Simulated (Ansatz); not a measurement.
An Ansatz (a first-principles code) input (r2SCAN+rVV10, PAW, 500 eV (Ansatz; spin-orbit coupling left out)):

Ansatz 0.2 input:
```yaml
crystal:
  lattice:
    - [3.7933863871, 0, 0]
    - [0, 3.7933863871, 0]
    - [0, 0, 17.2924708245]
  atoms:
    - { symbol: Sn, position: [0, 0.5, 0.4337147696] }
    - { symbol: O, position: [0, 0, 0.5] }
    - { symbol: O, position: [0.5, 0.5, 0.5] }
    - { symbol: Sn, position: [0.5, 0, 0.5662852304] }
basis: { ecutwfc: 500, ecutrho_ratio: 4, xc_grid: 4, fft_grid_basis: typed }
kpoints: { mp_grid: { grid: [9, 9, 1] } }
hamiltonian:
  xc: r2scan
  dispersion: rvv10
  pseudopotentials: { kind: paw }
scf: { occupations: { method: fermi_dirac, width: 0.05 } }
relax: { f_tol: 0.01, max_steps: 60, cell: { stress_tol: 0.02, fix: [c, alpha, beta] } }
output: { forces: true, stress: true }
checkpoint: { write: state.ck, write_every: 1000 }
```

Which symmetry and how many k-points will the program report, and about how many plane waves at Γ?

Space group P4/nmm (ITA 129) with 16 operations, k-points 15 of 81, and 6271 plane waves at Γ.

No phonon test of stability was made. The cell was made from SnO in the litharge type structure (space group P4/nmm, No. 129; layered, stacked along the Cartesian z axis) by this change: a free-standing slab of 1 layer (4 atoms, 4 a layer) is cut normal to the stacking axis, with 15 Å of vacuum and the in-plane cell relaxed.
